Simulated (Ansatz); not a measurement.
The reference is Cu3N (space group Pm-3m, No. 221; a = 3.765 Å). Axes: x, y, z lie along the cube axes.

Calculations: PBEsol/PAW in Ansatz (a first-principles code), no spin-orbit coupling.

Strains are applied to the cell and any free atomic positions relax.

One change was made to it. Results:

```csv
quantity,base,after
energy relative to the base (free energy F),0 meV/atom,+4.1 meV/atom
"pressure (mean of the normal stresses, compression positive)",0.0 GPa,2.6 GPa
```

Q: Which of these changes matches the shifts?
A. uniaxial strain ε_zz = −1.80 %
B. uniaxial strain ε_zz = −0.60 %
C. uniaxial strain ε_zz = −2.40 %
D. uniaxial strain ε_zz = −1.20 %

A: A, uniaxial strain ε_zz = −1.80 %. For comparison, the energy relative to the base in the other runs: uniaxial strain ε_zz = −1.20 % gives +1.8 meV/atom; uniaxial strain ε_zz = −0.60 % gives +0.4 meV/atom; uniaxial strain ε_zz = −2.40 % gives +7.3 meV/atom.

No phonon test of stability was made. All final runs are without spin polarisation.
